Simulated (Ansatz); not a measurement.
SrGaHO₂ (model structure, started from the SrVO2H type, P4/mmm, No. 123, 5 atoms in the cell) was calculated with LDA (Ansatz, an electronic-structure program, PAW).

Run with plane-wave cutoff 520 eV, 10×10×10 k mesh, Fermi–Dirac smearing 0.01 eV, scalar-relativistic PAW data made under PBE.

Cell (relaxed at this level):

```
GaSrHO2
1.0
    3.89293     0.00000     0.00000
    0.00000     3.89293     0.00000
    0.00000     0.00000     3.53952
Sr Ga O H
1 1 2 1
Direct
  0.50000   0.50000   0.50000
  0.00000   0.00000   0.00000
  0.50000   0.00000   0.00000
  0.00000   0.50000   0.00000
  0.00000   0.00000   0.50000
```

**Question.** Predict the band gap, smallest direct gap on the k points sampled and direct gap at Γ.

**Answer.** 
band gap: 1.07 eV
smallest direct gap on the k points sampled: 1.11 eV
direct gap at Γ: 5.54 eV

Note: the relaxation could raise the start's symmetry but not lower it, so the cell can be a saddle point.

Spin–orbit coupling is not included.

Static lattice: no zero-point or thermal effects.

The result took very roughly 22 core-seconds.

A model structure was made by putting elements into a prototype or built by hand; it is no filed structure, need not be a known phase, and can be a saddle point held by its symmetry.
